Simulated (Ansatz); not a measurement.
The parent structure is SiO2 in the CdI2 type structure (space group P-3m1, No. 164; a = 2.670 Å, c = 4.542 Å; a hypothetical phase, not in the database extracts checked; layered, stacked along the Cartesian z axis).

Method: Kohn–Sham DFT with the r2SCAN+rVV10 functional, run in Ansatz (a program for electronic structure) with PAW and 500 eV plane waves, spin-orbit coupling left out.

Base values:

| Item | Value |
|---|---|
| Gap between the host's bands | 7.21 eV |
| Gap character | indirect, k = (0.080, 0.120, 0) in the run's primitive reciprocal basis → Γ |

Now apply this change: 0.0421 electrons added to each cell, a density of 1.5×10^21 cm⁻³, with a uniform compensating background at fixed cell and a 300 K Fermi–Dirac width.

Task: What does the calculation give for the Fermi level from band edge, gap between the host's bands and gap character after the change?

Result: The Fermi level relative to the doped band's edge (positive inside the band; to 0.05 eV) comes out as +0.85 eV; the gap between the host's bands shrinks by 0.04 eV to 7.17 eV; the gap character stays indirect, k = (0.080, 0.120, 0) in the run's primitive reciprocal basis → Γ.

Charged cell with a jellium background: band edges are those of the host's band count, energies are not comparable with the neutral cell, and many-body gap narrowing is missing. No phonon test of stability was made.
